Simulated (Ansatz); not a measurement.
MgO under load (space group Fm-3m), r2SCAN, rigid bands (Ansatz, a quantum-chemistry and plane-wave program). Condition of this run: hydrostatic pressure of 18 GPa (compression positive) (the target of the relaxation). Band gap 6.62 eV, N_c = 6.39e18 cm⁻³ and N_v = 2.48e20 cm⁻³ at 300 K, conductivity masses of 0.401 mₑ (electrons) and 2.14 mₑ (holes). Take k_BT = 0.02585 eV.

Task: Find the intrinsic carrier density and the intrinsic Fermi level.

Result: n_i = √(N_c N_v) exp(−E_g/2k_BT) = 3.98e19 × exp(−128.04) = 9.9e-37 cm⁻³. The level lies (k_BT/2) ln(N_v/N_c) = 47 meV from mid-gap (positive towards the conduction band). Each 0.1 eV added to the gap lowers n_i by a factor of 6.9.

Task: A film of it is 5 nm thick. Estimate the confinement energies in an infinite well.

Result: ħ²π²/(2m t²) = 0.376 eV·nm²/(m/mₑ × t²) gives 37.5 meV for electrons and 7.03 meV for holes, so the gap would widen to about 6.66 eV. Finite barriers and nonparabolic bands lower this, and with several valleys or bands the heaviest mass along the normal sets the lowest level, not this average.

Task: What thermal injection velocity √(2k_BT/πm) limits a ballistic channel?

Result: 8.50e6 cm/s for electrons and 3.68e6 cm/s for holes, a ratio of √(m_h/m_e) = 2.31, for dilute carriers.

Rigid bands with the computed gap; masses take one relaxation time for all states. Spin-orbit coupling is left out. Geometry: cell and atoms relaxed with PBEsol.
